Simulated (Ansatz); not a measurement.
## A computed series for Ag: response to strain

Start from Ag in the fcc (Cu type) structure (space group Fm-3m, No. 225; a = 4.1043 Å; relaxed with 0.1 eV smearing). Axes: x, y, z lie along the cube axes.

Strains are applied to the cell and any free atomic positions relax; under biaxial strain the out-of-plane vector relaxes too.

The values are results of Kohn–Sham DFT with the r2SCAN functional, run in Ansatz (a program for electronic structure) with PAW and 500 eV plane waves, no spin-orbit coupling, not measurements.

Notes on the quantities. pressure: mean of the normal stresses, compression positive.

| case | pressure | volume per atom |
|---|---|---|
| base | 0.0 GPa | 17.28 Å³ |
| biaxial strain +0.42 %, plane normal [111], relaxed out of plane | -0.5 GPa | 17.37 Å³ |
| biaxial strain +0.83 %, plane normal [111], relaxed out of plane | -0.9 GPa | 17.44 Å³ |
| biaxial strain +1.25 %, plane normal [111], relaxed out of plane | -1.3 GPa | 17.52 Å³ |
| biaxial strain +1.67 %, plane normal [111], relaxed out of plane | ___ | ___ |
| biaxial strain +2.08 %, plane normal [111], relaxed out of plane | -2.0 GPa | 17.68 Å³ |
| biaxial strain +2.50 %, plane normal [111], relaxed out of plane | -2.3 GPa | 17.75 Å³ |

Q: Complete the table.

A: 
- biaxial strain +1.67 %, plane normal [111], relaxed out of plane, pressure: -1.6 GPa
- biaxial strain +1.67 %, plane normal [111], relaxed out of plane, volume per atom: 17.60 Å³

Whether these cells are dynamically stable was not tested.
